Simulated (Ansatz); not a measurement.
Input and output of a relaxation of cell and atoms for Ca2AsI (R-3m, 4 atoms in the cell) (Ansatz, a program for electronic structure).

Method of the run: LDA (PW92), default PAW files made with PBE (plane waves; Ansatz).

The change in words: atoms on their sites; basis.ecutwfc: 420 eV → 250 eV; relax: default → cell and atoms. Reference geometry:
```
CELL_PARAMETERS angstrom
      2.20485     1.27297     7.47320
     -2.20485     1.27297     7.47320
      0.00000    -2.54594     7.47320
ATOMIC_POSITIONS crystal
  Ca 0.23351 0.23351 0.23351
  Ca 0.76872 0.76872 0.76872
  As 0.50000 0.50000 0.50000
  I  0.00000 0.00000 0.00000
```

Reference input (self-consistent single point, DFT, LDA (PW92), plane waves, default PAW files made with PBE): basis.ecutwfc = 420 eV; kpoints.mp_grid.grid = 5 5 5; hamiltonian.xc = lda; hamiltonian.pseudopotentials = {kind: paw} (the program's default PAW files); scf.occupations.method = fixed. This run's input differs from it in these lines:

Ansatz 0.2 input:
```diff
@@ -6,3 +6,3 @@
   atoms:
-    - { symbol: Ca, position_ang: [0.000000, -0.000000, 5.235246] }
+    - { symbol: Ca, position_ang: [-0.000000, -0.000000, 5.185250] }
     - { symbol: Ca, position_ang: [-0.000000, -0.000001, 17.234350] }
@@ -11,3 +11,3 @@
 basis:
-  ecutwfc: 420.0 eV
+  ecutwfc: 250.0 eV
 kpoints:
@@ -19,2 +19,4 @@
   occupations: { method: fixed }
+relax:
+  cell: {}
 output:
```

Log, with long lists cut:

```
   [... SCF lines of the steps left out ...]
relax step   1: F+E_penalty+E_count = -15678.51915679 eV  Δ(F+E_penalty+E_count) = +0.000e0 eV  max|allowed force component| = 1.675e-1 eV/Å  Δτ_max = 0.0000 Å  P = -3.262 GPa  Ω = 125.850 Å³  (7 SCF iters, dr2 threshold 1.00e-7 eV, accepted)
relax step   2: F+E_penalty+E_count = -15679.63362714 eV  Δ(F+E_penalty+E_count) = -1.114e0 eV  max|allowed force component| = 5.577e-1 eV/Å  Δτ_max = 0.0460 Å  P = +9.918 GPa  Ω = 114.927 Å³  energy of the carried Pulay correction = +1.358e0 eV  (7 [...]
   [... lines left out ...]
relax step  28: F+E_penalty+E_count = -15678.64287890 eV  Δ(F+E_penalty+E_count) = -4.013e-3 eV  max|allowed force component| = 8.696e-5 eV/Å  Δτ_max = 0.0001 Å  P = -0.000 GPa  Ω = 114.128 Å³  energy of the carried Pulay correction = +4.002e-3 eV  [...]
relax step  29: F+E_penalty+E_count = -15678.63868177 eV  Δ(F+E_penalty+E_count) = +4.197e-3 eV  max|allowed force component| = 3.689e-4 eV/Å  Δτ_max = 0.0000 Å  P = -0.010 GPa  Ω = 114.128 Å³  stress off target by 4.20e-2 GPa  SCF on the basis [...]
basis re-selected at this cell: Δ(F+E_penalty+E_count) = +4.197e-3 eV, ΔP = -0.010 GPa vs the last step
the relaxation is at rest under the 12 symmetry operations that the run kept from its start: a minimum is not shown …
Stability not checked: this state was not tested for a lower state beside it, because too few of the mixer's solves of this state at the end of the SCF gave a …
Free energy (F): -15678.638682 eV
Internal energy: -15678.638682 eV  (E = F + TS)
   [... lines left out ...]
Fermi energy:    7.636758 eV
  cell:  # Å, volume = 114.1284 Å³
   [... lines left out ...]
  atoms:
    - { symbol: Ca, position: [0.23266147749303814, 0.23266147749303814, 0.23266147749303817] }
    - { symbol: Ca, position: [0.7673385225069613, 0.7673385225069613, 0.7673385225069616] }
    - { symbol: As, position: [0.49999999999999983, 0.49999999999999983, 0.49999999999999994] }
    - { symbol: I, position: [-1.8485581133692807e-17, -1.8485581133692807e-17, -3.178513330475473e-17] }
```

The run converged. 

Summary of the result:
| Quantity | Value |
|---|---|
| Free energy E − TS (on the zero of these files) | -15678.6387 eV |
| Top of the valence band (on the code's own zero) | 7.64 eV |
| Gap on the k-point mesh | 1.36 eV |
| Pressure | -0.01 GPa |
| Final cell | a = b = c = 7.613 Å, α = β = γ = 32.63° |
| Final volume per atom | 28.53 Å³ |
| Relaxation steps | 29 |

The starting cell comes from a database of computed structures (which also holds hypothetical and non-ambient phases and stackings), without a prior relaxation at this level. Its lattice was rescaled by up to half a per cent. Spin-orbit coupling is off. The relaxation keeps the symmetry of its start, so its end need not be a minimum. Ansatz's pressure includes its estimate of the finite-basis (Pulay) stress. Without the estimate this run gives -21.18 GPa. The cutoff lies below the one recommended for these files.

Cost on one core of a shared machine: roughly 40 s.
